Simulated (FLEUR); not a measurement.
FLEUR run on Zr₂Rh (Ibam, 6 atoms in the cell): self-consistent single point.

Method of the run: LDA (Perdew-Zunger), all-electron FLAPW (FLEUR), scalar-relativistic valence in FLEUR.

```
CELL_PARAMETERS angstrom
     -3.17011     3.17914     2.77963
      3.17011    -3.17914     2.77963
      3.17011     3.17914    -2.77963
ATOMIC_POSITIONS crystal
  Zr 0.83194 0.16795 0.99989
  Zr 0.16806 0.83205 0.00011
  Zr 0.66806 0.66795 0.33601
  Zr 0.33194 0.33205 0.66399
  Rh 0.25000 0.75000 0.50000
  Rh 0.75000 0.25000 0.50000
```

Reference input (self-consistent single point, DFT, PBEsol, all-electron FLAPW (FLEUR), scalar-relativistic valence): Kmax = 4.2 1/bohr; GmaxXC = 16.8 1/bohr; xcFunctional = PBEs; jspins = 1; l_soc = F; mode = hist; fermiSmearingEnergy = 0.00183747 Htr; mesh (inpgen div1-3) = 5 5 5; inpgen gamma flag = false; Gmax = 16.8 1/bohr; numbands = 0; maxIterBroyd = 25. This run's input differs from it in these lines:

```diff
@@ -18,3 +18,3 @@
 &comp jspins=1 /
-&exco xctyp='PBEs' /
+&exco xctyp='pz' /
 &kpt div1=5 div2=5 div3=5 /
@@ -31,3 +31,3 @@
       <coreElectrons ctail="T" frcor="F" kcrel="0" coretail_lmax="0"/>
-      <xcFunctional name="PBEs" relativisticCorrections="F"/>
+      <xcFunctional name="pz" relativisticCorrections="F"/>
       <magnetism jspins="1"/>
```

Output (repeated stretches shortened):

```
 Iteration:     1   Distance:      12.13270709 me/bohr^3
 Iteration:     2   Distance:       9.66232882 me/bohr^3
 Iteration:     3   Distance:       4.73932388 me/bohr^3
 Iteration:     4   Distance:       2.68736419 me/bohr^3
 Iteration:     5   Distance:       2.24773708 me/bohr^3
   [... 9 lines left out ...]
 Iteration:    15   Distance:       0.00006052 me/bohr^3
 Iteration:    16   Distance:       0.00006551 me/bohr^3
 Iteration:    17   Distance:       0.00001503 me/bohr^3
 Iteration:    18   Distance:       0.00000123 me/bohr^3
 Reset of history
 Run finished successfully
 Stop message:
   Structural relaxation: new displacements generated

[file out, last iteration]
             iter=     19
[...]
          total density-effective poten   -3.9003866951E+04
          total charge density-energy d   -7.1044989066E+02
 Updated energy parameters for spin:           1
[...]
 fermi energy and band-weighting factors:
   [... 5 lines left out ...]

[...]
FERMIE:
          first approx. to ef    (T=0)  :   0.479438 htr   (energy of the highest occ. eigenvalue)
          number of occ. states  (T=0)  :       1053
          first approx. to seigv (T=0)  : -23.743906 htr
          sum of weights of occ. states :  39.048000
          sum of semicore charge        :   0.000000 e
FERHIS:  Fermi-Energy by histogram:
          bandgap                     :   0.001176 htr
   [... lines left out ...]
          charge neutrality (T=0)     :   0.096000    (zero if the highest occ. eigenvalue is "entirely" occupied)
     EF_NEWTON:  Adjust Fermi-Energy by Newton-Method.
 Direct bandgap for spin            1 :    4.1267143937187001E-003  Htr
 ---->    free energy=                    -23942.7774790332 htr
   [... lines left out ...]
      extrapolation for T->0
 ---->    total electron energy=          -23942.7763395520 htr
 ***** TOTAL FORCES ON ATOMS *****
 TOTAL FORCE FOR ATOM TYPE=  1  X=  2.012   Y= -2.019   Z=  0.000
                       FX_TOT=-0.004128 FY_TOT= 0.004043 FZ_TOT= 0.000000
 TOTAL FORCE FOR ATOM TYPE=  2  X=  0.000   Y=  6.008   Z= -2.626
                       FX_TOT= 0.000000 FY_TOT= 0.000000 FZ_TOT= 0.000000
```

The run converged in 18 iterations. FLEUR gives forces in its relaxation mode, with a further iteration, so its stop message speaks of a relaxation. Against the reference run the largest force goes from 0.346 to 0.297 eV/Å.

The starting cell comes from a database of computed structures (which also holds hypothetical and non-ambient phases and stackings), without a prior relaxation at this level. Its lattice was rescaled by a random factor within 2.5 % of one. Spin polarisation is off. Values depend on the basis (sphere radii, cutoffs, local orbitals), which need not be converged. The log's line on a gap gives a spacing of levels on this mesh, which the program prints for metals too.

Cost on one core of a shared machine: roughly 5 min.
